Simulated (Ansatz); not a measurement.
CaF$_{2}$ in the fluorite structure (space group Fm-3m, No. 225)

```xyz
3
Lattice="0.0000 2.7102 2.7102 2.7102 0.0000 2.7102 2.7102 2.7102 0.0000" Properties=species:S:1:pos:R:3 pbc="T T T"
Ca     0.0000     0.0000     0.0000
F      4.0653     4.0653     4.0653
F      1.3551     1.3551     1.3551
```

Computed with plane-wave PAW DFT at the PBEsol level (Ansatz, a first-principles code, 420 eV), no spin-orbit coupling. Settings: 9×9×9 k-points, 0.05 eV Fermi–Dirac smearing.

```yaml
volume_per_atom: 13.27 Å³
density: 3.26 g/cm³
band_gap: "7.25 eV (uncertain: the edges found on the path are not clean extrema)"
total_energy: -1133.629 eV/atom (σ→0; compares only within this code and set-up)
```

No phonon test of stability was made. The base started in Pca2_1 and relaxed to Fm-3m at this level.
